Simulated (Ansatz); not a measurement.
# What isotropic strain −1.00 % does to HgS

Take HgS in the zinc blende structure (space group F-43m, No. 216; a = 5.812 Å) as the base.

Perturbation: every lattice vector is shortened by 1.00 %, atoms relaxed at fixed cell.

Computed with Ansatz (a program for electronic structure), LDA, PAW, cutoff 420 eV, no spin-orbit coupling. Settings: 10×10×10 k-points, 0.05 eV Fermi–Dirac smearing.

- Volume per atom = 23.81 Å³ (base 24.54 Å³)
- Space group = F-43m (No. 216) (base F-43m (No. 216))
- Shortest interatomic distance = 2.491 Å (base 2.517 Å)
- Energy relative to the base (free energy F) = +4.8 meV/atom
- Band gap = zero (base zero)

Final structure:

```
HgS
1.0
    0.00000     2.87691     2.87691
    2.87691     0.00000     2.87691
    2.87691     2.87691     0.00000
Hg S
1 1
Cartesian
  0.00000   0.00000   0.00000
  1.43846   1.43846   1.43846
```

The mesh was chosen for an insulator and is coarse for the gapless case. Spin-orbit coupling, missing from the scalar runs, can matter with Hg. Stability against distortions was not tested. All final runs are without spin polarisation. A zero or small gap of HgS can be the functional's error rather than a property of the material.
